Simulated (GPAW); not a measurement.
GPAW run on NiTe2 (P-3m1, 3 atoms in the cell): self-consistent single point.

Method: PBEsol, GPAW PAW datasets PBEsol (made by gpaw-setup) (plane waves; GPAW).

The change in words: lattice scaled by 0.98. Reference geometry:
```
NiTe2
1.0
    3.92233     0.00000     0.00000
   -1.96116     3.39683     0.00000
    0.00000     0.00000     5.43799
Ni Te
1 2
Cartesian
  0.00000   0.00000   0.00000
  0.00000   2.26456   1.31556
  1.96117   1.13228   4.12243
```

Reference input (self-consistent single point, DFT PBEsol, plane waves, GPAW PAW datasets PBEsol (made by gpaw-setup)): mode = pw; ecut = 800 eV; xc = PBEsol; kpts = 10 10 7; mesh shift (steps) = 0 0 0; occupations.name = fermi-dirac; occupations.width = 0.1 eV; nbands = -9; symmetry.symmorphic = false; symmetry.tolerance = 0.0005; maxiter = 120. This run's input differs from it in these lines:

```diff
@@ -5,5 +5,5 @@
 atoms = Atoms(['Ni', 'Te', 'Te'],
-              cell=[[3.922327, 0.000000, 0.000000],
-                    [-1.961164, 3.396835, 0.000000],
-                    [0.000000, 0.000000, 5.437988]],
+              cell=[[3.843880, 0.000000, 0.000000],
+                    [-1.921941, 3.328898, 0.000000],
+                    [0.000000, 0.000000, 5.329228]],
               scaled_positions=[[0.000000, 0.000000, 0.000000],
```

Output (repeated stretches shortened):

```
     iter     time        total  log10-change:
                         energy   eigst   dens
iter:   1 --:--:--   -17.820812
iter:   2 --:--:--   -16.683417   -0.63  -1.21
iter:   3 --:--:--   -16.201041   -1.02  -1.29
iter:   4 --:--:--   -17.794962   -0.97  -1.45
iter:   5 --:--:--   -16.026508   -1.40  -1.28
iter:   6 --:--:--   -15.954382   -2.40  -1.88
iter:   7 --:--:--   -15.941988   -3.44  -2.00
iter:   8 --:--:--   -16.025744   -2.29  -2.37
iter:   9 --:--:--   -15.944088   -2.84  -1.89
iter:  10 --:--:--   -15.939118   -3.24  -2.34
iter:  11 --:--:--   -15.937975c  -3.95  -2.56
iter:  12 --:--:--   -15.937987c  -5.23  -3.24
iter:  13 --:--:--   -15.937987c  -6.19  -3.26
iter:  14 --:--:--   -15.937974c  -7.11  -3.26
iter:  15 --:--:--   -15.937915c  -5.77  -3.29
iter:  16 --:--:--   -15.937912c  -5.84  -3.55
iter:  17 --:--:--   -15.937912c  -7.23  -3.96
iter:  18 --:--:--   -15.937914c  -7.37  -4.10c
iter:  19 --:--:--   -15.937912c  -8.03c -4.25c
Converged after 19 iterations.

Dipole moment: (0.000000, -0.000000, -0.000000) |e|*Ang

Energy contributions relative to reference atoms: (reference = -410756.405987)

Kinetic:        +14.463263
Potential:      -11.619681
External:        +0.000000
XC:             -18.999544
Entropy (-ST):   -0.054156
Local:           +0.245128
SIC:             +0.000000
--------------------------
Free energy:    -15.964990
Extrapolated:   -15.937912

Showing only first 2 kpts
 Kpt  Band  Eigenvalues  Occupancy
  0    12      7.87527    0.23083
  0    13      8.70414    0.00007
  0    14      8.70417    0.00007
  0    15      9.78668    0.00000

  1    12      7.76498    0.56435
  1    13      8.84420    0.00002
  1    14      8.84423    0.00002
  1    15      9.29060    0.00000

Fermi level: 7.67161

No gap
No difference between direct/indirect transitions
Energy (eV): -15.937912

Forces in eV/Ang:
  0 Ni   -0.00000    0.00000    0.00000
  1 Te   -0.00000   -0.00000    0.10059
  2 Te    0.00000    0.00000   -0.10059

Stress tensor:
     0.010307     0.000000     0.000000
     0.000000     0.010307     0.000000
     0.000000     0.000000     0.012672
Stress (GPa, Voigt): [1.6514 1.6514 2.0302 0.     0.     0.    ]
```

The run converged in 19 iterations. GPAW prints stress with tension positive. Against the reference run the free energy drops by 35.9 meV/atom, the pressure goes from -6.04 to -1.78 GPa and the largest force goes from 0.343 to 0.101 eV/Å.

The starting cell comes from a database of computed structures (which also holds hypothetical and non-ambient phases and stackings), without a prior relaxation at this level. Its lattice was rescaled by a random factor within 2.5 % of one. For this run, on top of that: lattice scaled by 0.98. Spin polarisation is off, so a magnetic state, if there is one, cannot be reached.

Cost on one core of a shared machine: roughly 6 min.
